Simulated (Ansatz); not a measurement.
Start from PbTe in the rock salt structure (space group Fm-3m, No. 225; a = 6.3796 Å). Axes: x, y, z lie along the cube axes.

Structures relaxed with Ansatz (a quantum-chemistry and plane-wave program), LDA, PAW, cutoff 420 eV, without spin-orbit coupling.

Base:

Simulated powder pattern, Cu Kα, λ = 1.54184 Å (kinematic, ideal powder, no thermal factors, no anomalous dispersion; the 14 strongest lines at most, above 2 %, up to 2θ = 90°):

```tsv
2θ (°)	I/Imax (%)	hkl
24.16	11	(111)
27.97	100	(200)
39.97	78	(220)
47.25	6.5	(311)
49.49	28	(222)
57.81	13	(400)
63.57	2.9	(331)
65.42	37	(420)
72.60	28	(422)
77.79	2.3	(511)
86.25	9.1	(440)
```

The change: compressive biaxial strain of 2.50 % in the plane normal to [111], as in epitaxy on a mismatched substrate; the out-of-plane cell vector and the atoms relax.

Task: Predict the new powder pattern.

Result: 
Simulated powder pattern, Cu Kα, λ = 1.54184 Å (kinematic, ideal powder, no thermal factors, no anomalous dispersion; the 14 strongest lines at most, above 2 %, up to 2θ = 90°):

| 2θ (°) | d (Å) | I/Imax (%) | hkl |
|---|---|---|---|
| 24.65 | 3.611 | 8.1 | (1 1 -1) |
| 28.21 | 3.163 | 100 | (200) |
| 39.59 | 2.276 | 41 | (220) |
| 41.04 | 2.199 | 37 | (2 0 -2) |
| 48.08 | 1.892 | 7.9 | (222) |
| 50.55 | 1.806 | 20 | (2 2 -2) |
| 58.35 | 1.582 | 13 | (400) |
| 65.02 | 1.434 | 19 | (420) |
| 67.07 | 1.396 | 18 | (4 0 -2) |
| 70.85 | 1.330 | 7.5 | (422) |
| 73.80 | 1.284 | 13 | (4 2 -2) |
| 74.77 | 1.270 | 6.5 | (2 2 -4) |
| 85.28 | 1.138 | 4.7 | (440) |
| 89.03 | 1.100 | 4.4 | (4 0 -4) |

The indices refer to the base's conventional cell; one index is shown for lines that coincide. The space group is now R-3m (No. 166).

Stability against distortions was not tested.
